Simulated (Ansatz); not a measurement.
# Effect of P interstitial (started 2.23 Å from the nearest host atom), symmetric start on GaP

The parent structure is a 16-atom supercell of GaP in the zinc blende structure (space group F-43m, No. 216; a = 5.4514 Å) at its relaxed geometry.

Modification: a neutral P interstitial (started 2.23 Å from the nearest host atom), symmetric start, atoms relaxed at fixed cell.

Method: Ansatz (a first-principles code), r2SCAN, PAW, cutoff 500 eV, no spin-orbit coupling. Γ-centred 4×4×4 mesh, Fermi–Dirac width 0.01 eV.

```json
[
 {"quantity": "pressure", "base": "0.0 GPa", "changed": "4.9 GPa", "shift": "+4.9 GPa"},
 {"quantity": "largest displacement of a host atom from its site in the perfect cell", "base": "–", "changed": "0.28 Å", "shift": "–"},
 {"quantity": "final site of the added atom", "base": "–", "changed": "3 P at 2.36 Å and 3 Ga at 2.44 Å", "shift": "–"}
]
```

Final structure:

```xyz
17
Lattice="0.0000 5.4514 5.4514 5.4514 0.0000 5.4514 5.4514 5.4514 0.0000" Properties=species:S:1:pos:R:3 pbc="T T T"
P      3.9799     4.1971     4.1971
P      6.8323     6.7961     4.1371
P      6.8323     4.1371     6.7961
P      9.4913     6.7961     6.7961
P      4.1628     6.8788     6.8788
P      6.7496     9.4656     6.8788
P      6.7496     6.8788     9.4656
P      9.6485     9.4313     9.4313
Ga    -0.1601    -0.0345    -0.0345
Ga     2.7602     2.8858    -0.0345
Ga     2.7602    -0.0345     2.8858
Ga     5.3196     2.8575     2.8575
Ga     0.1383     2.5874     2.5874
Ga     2.6726     5.5045     2.7287
Ga     8.1240     8.1800     5.5045
Ga     5.4484     5.5045     5.5045
P      2.0784     0.6473     0.6473
```

Other magnetic orders, which the real material may have, were not ruled out. In so small a cell the defect repeats every few ångströms: this is an ordered compound, not a dilute defect. A case with no gap was solved on a k-mesh chosen for an insulator, which is coarse for it. The defect started on the symmetric site and kept its symmetry, so it may sit on a saddle. Seeded moments were not kept for P interstitial (started 2.23 Å from the nearest host atom). The defect cell is spin-polarised and ends with 0.0 μB.
